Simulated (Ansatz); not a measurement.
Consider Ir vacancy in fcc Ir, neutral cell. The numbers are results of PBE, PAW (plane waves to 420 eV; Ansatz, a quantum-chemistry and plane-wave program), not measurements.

Settings: 32 host sites, the relaxed PBE lattice, a 3×3×3 k-point mesh shifted by half a step, smearing 0.10 eV, spin-restricted, no image-charge correction. No zero-point or tunnelling terms. Spin-orbit coupling is left out. Forms of the defect that were not tried may lie lower.

Barriers: single points on a 5×5×5 k-point mesh shifted by half a step at the bands' geometries.

The only route run: a nearby Ir atom hops onto the vacant site; the atom moves 2.71 Å along (0.00, 0.49, -0.50) of the unit cell; the moving atom starts with neighbours 4 Ir at 2.72, 2 Ir at 2.74, 5 Ir at 2.75 Å and ends with 4 Ir at 2.72, 6 Ir at 2.74, Ir at 2.75 Å. Its barrier is 2.69 eV. The saddle point's order was not checked, and it lies on a symmetry element of the cell, where a band can be held. The defect has 12 equivalent sites to jump to, 2.74 Å away. Attempt frequency: take 10 THz as a typical guess.

**Question.** Estimate the defect's diffusion coefficient at 1000 K, how far it wanders in 10 years, and how much an error of 0.1 eV in the barrier would matter.

**Answer.** kT = 0.0862 eV, so each jump happens at Γ = ν exp(−E/kT) = 1.0e13 × exp(−31.22) ≈ 2.8e-01 s⁻¹. For uncorrelated jumps in a cubic host D = z λ² Γ / 6 = 12 × (2.74e-8 cm)² × 2.8e-01 / 6 ≈ 4.2e-16 cm²/s. The root-mean-square distance is √(6Dt) ≈ 9 µm. An error of 0.1 eV changes D by a factor exp(0.1/kT) ≈ 3.2, and the distance by its square root. This is the isolated defect's own diffusivity; trapping, its concentration and zero-point motion are left out.
